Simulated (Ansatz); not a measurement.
Base system: BN (space group R3m, No. 160; a = 2.4994 Å, c = 9.7590 Å (hexagonal axes); a cell from a computed database, its experimental status unchecked; layered, stacked along the Cartesian z axis).

All numbers come from DFT with r2SCAN+rVV10, PAW potentials and a 500 eV plane-wave cutoff in Ansatz (a program for electronic structure), no spin-orbit coupling, earlier PAW set.

Base values:

The pressure is 0.0 kbar.

Perturbation: an isotropic linear strain of +2.57 %, atoms relaxed at fixed cell.

Task: Estimate the effect on the energy relative to the base and pressure.

Result: The energy increases by 39 meV/atom; the pressure (mean of the normal stresses, compression positive) goes from zero to -170.5 kbar.

Whether these cells are dynamically stable was not tested.
